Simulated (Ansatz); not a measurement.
Input for (Si,Ge)C alloy cell C2GeSi (wurtzite start):

Ansatz 0.2 input:
```yaml
crystal:
  lattice:
    - [-3.168501271, 0.000066754, -5.212386041]
    - [3.168501271, -0.000066754, -5.212386041]
    - [3.168617048, -5.486778347, 0.0]
  atoms:
    - { symbol: Si, position: [0.916999657, 0.58075881, 0.336234777] }
    - { symbol: Si, position: [0.416999657, 0.08075881, 0.336234777] }
    - { symbol: Ge, position: [0.913676123, 0.583574976, 0.830115657] }
    - { symbol: Ge, position: [0.413676123, 0.083574976, 0.830115657] }
    - { symbol: Ge, position: [0.833574976, 0.163676123, 0.169884343] }
    - { symbol: Ge, position: [0.333574976, 0.663676123, 0.169884343] }
    - { symbol: Si, position: [0.83075881, 0.166999657, 0.663765223] }
    - { symbol: Si, position: [0.33075881, 0.666999657, 0.663765223] }
    - { symbol: C, position: [0.737908157, 0.394273552, 0.34360907] }
    - { symbol: C, position: [0.237908157, 0.894273552, 0.34360907] }
    - { symbol: C, position: [0.718104323, 0.394704401, 0.82339677] }
    - { symbol: C, position: [0.218104323, 0.894704401, 0.82339677] }
    - { symbol: C, position: [0.144704401, 0.468104323, 0.17660323] }
    - { symbol: C, position: [0.644704401, 0.968104323, 0.17660323] }
    - { symbol: C, position: [0.144273552, 0.487908157, 0.65639093] }
    - { symbol: C, position: [0.644273552, 0.987908157, 0.65639093] }
basis:
  ecutwfc: 420
  ecutrho_ratio: 4
  xc_grid: 2
kpoints:
  mp_grid: { grid: [5, 5, 4] }
hamiltonian:
  xc: pbe
  dispersion: none
  pseudopotentials: { kind: paw }
scf:
  n_extra_bands: 24
  occupations: { method: fermi_dirac, width: 0.01 }
output:
  eigenstates:
    kpoints:
      - [0.0, 0.0, 0.0]
      - [-0.5, -0.5, 0.0]
    e_range: [-5, 6]
    localisation: true
  eigenvalues: true
magnetization:
  noncollinear: true
  spin_orbit: true
```

All values below come from PBE with spin-orbit coupling (plane waves to 420 eV, PAW; Ansatz, a first-principles code).  Its k-point mesh 5×5×4, Fermi–Dirac width 0.01 eV.

Task: Write the closing report of this run, without the band table and long remarks, to eight decimals at most.

Result: 
```
SCF converged after 9 iterations
Magnetization: |M| = 0.0000 μB,  M = (+0.0000, +0.0000, +0.0000) μB
Absolute magnetization: 0.0000 μB (∫|m|)
  site 0: m = (+0.0000, +0.0000, +0.0000) μB, |m| = 0.0000 μB  (R = 0.78 Å)
  site 1: m = (+0.0000, +0.0000, +0.0000) μB, |m| = 0.0000 μB  (R = 0.78 Å)
  site 2: m = (+0.0000, +0.0000, +0.0000) μB, |m| = 0.0000 μB  (R = 0.82 Å)
  site 3: m = (+0.0000, +0.0000, +0.0000) μB, |m| = 0.0000 μB  (R = 0.82 Å)
  site 4: m = (+0.0000, +0.0000, +0.0000) μB, |m| = 0.0000 μB  (R = 0.82 Å)
  site 5: m = (+0.0000, +0.0000, +0.0000) μB, |m| = 0.0000 μB  (R = 0.82 Å)
  site 6: m = (+0.0000, +0.0000, +0.0000) μB, |m| = 0.0000 μB  (R = 0.78 Å)
  site 7: m = (+0.0000, +0.0000, +0.0000) μB, |m| = 0.0000 μB  (R = 0.78 Å)
  site 8: m = (+0.0000, +0.0000, +0.0000) μB, |m| = 0.0000 μB  (R = 0.78 Å)
  site 9: m = (+0.0000, +0.0000, +0.0000) μB, |m| = 0.0000 μB  (R = 0.78 Å)
  site 10: m = (+0.0000, +0.0000, +0.0000) μB, |m| = 0.0000 μB  (R = 0.79 Å)
  site 11: m = (+0.0000, +0.0000, +0.0000) μB, |m| = 0.0000 μB  (R = 0.79 Å)
  site 12: m = (+0.0000, +0.0000, +0.0000) μB, |m| = 0.0000 μB  (R = 0.79 Å)
  site 13: m = (+0.0000, +0.0000, +0.0000) μB, |m| = 0.0000 μB  (R = 0.79 Å)
  site 14: m = (+0.0000, +0.0000, +0.0000) μB, |m| = 0.0000 μB  (R = 0.78 Å)
  site 15: m = (+0.0000, +0.0000, +0.0000) μB, |m| = 0.0000 μB  (R = 0.78 Å)
Free energy (F): -21729.101224 eV
Harris-Foulkes:  -21729.101224 eV  (|F-HF|=8.75e-8)
Internal energy: -21729.101224 eV  (E = F + TS)
E sigma→0 (E₀):  -21729.101224 eV
Fermi energy:    11.404745 eV
--- Per-component energies (eV) ---
  E_band       = -283.143097
  E_kinetic    = 1342.008864
  E_local      = -10617.806625  (includes V_loc(G=0)·N_el)
  E_nonlocal   = 1999.492435
  E_hartree    = 4629.642318
  E_xc         = -915.669142
  E_vxc        = -933.838596  (∫ρ·V_xc dr)
  E_paw        = -10935.293982  (= ΣΔE_a)
  E_vpaw       = -1332.282981  (= ΣTr[D̂ρ^β])
  E_aug_tail   = 0.001260  (compensation charges beyond the density's cutoff)
  E_ewald      = -7231.476352
  E_smearing   = 0.000000  (= −TS)
  E_closure    = 0.000000  (closes the sum)
  Σ components = -21729.101224   (vs F -21729.101224, Δ=0.00e0)
```

Cost: roughly 7 core-minutes.
